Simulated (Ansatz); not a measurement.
The parent structure is Cu$_{2}$O (space group Pn-3m, No. 224; a = 4.299 Å).

Perturbation: an isotropic linear strain of −1.07 %, atoms relaxed at fixed cell.

Levels (all Ansatz, a quantum-chemistry and plane-wave program, PAW, earlier PAW set): PBE (420 eV, no spin-orbit coupling); r2SCAN (500 eV, no spin-orbit coupling); HSE06 (420 eV, spin-orbit coupling left out); PBE+SOC (420 eV, spin-orbit coupling included).

At the geometry relaxed with PBE, these levels gave the following band gaps, in shuffled order: (a) 0.54 eV, (b) 2.01 eV, (c) 0.46 eV, (d) 0.78 eV.

**Question.** Match each gap to its level.

**Answer.** (a) PBE; (b) HSE06; (c) PBE+SOC; (d) r2SCAN.

Single points use the geometry relaxed with PBE. The spin-orbit shifts are approximate. Stability against distortions was not tested. No Hubbard U is applied. The runs without spin-orbit coupling are not spin-polarised.
